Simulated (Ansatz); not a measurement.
Consider interstitial H in chalcopyrite CuGaSe2, charge state +1. The step: several atoms move together, H the farthest; the atom moves 1.95 Å along (-0.26, -0.04, 0.11) of the unit cell; the moving atom starts with neighbours Cu at 1.82; Se at 1.55 Å and ends with Cu at 1.82; Se at 1.55 Å. A PBE band in Ansatz (plane-wave PAW, one k-point at (0.250, 0.250, 0.250), 64 host sites, 42 SCF runs with any check of the saddle's order, static, no finite-size correction) gives a forward barrier of 0.45 eV. The saddle point's order was not checked. The charge state is imposed; whether it is stable for some Fermi level was not computed. Sites that were not tried may lie lower.

Single points at the band's start and saddle point can refine it. Rough cost of one point, in units of the band's mean SCF on the same machine:

```
Level                                                   Cost of one point
------------------------------------------------------  -----------------
PBE, a 2×2×2 k-point mesh shifted by half a step                  about 6
r2SCAN at 500 eV, one k-point at (0.250, 0.250, 0.250)            about 3
```

Question: Which of these move the barrier by more than 0.1 eV, and how far does each move it?

Answer: Not one does. PBE, a 2×2×2 k-point mesh shifted by half a step: -0.04 eV; r2SCAN at 500 eV, one k-point at (0.250, 0.250, 0.250): +0.08 eV. Each functional is compared with PBE at the same k-points.

Ansatz is a quantum-chemistry and plane-wave program.
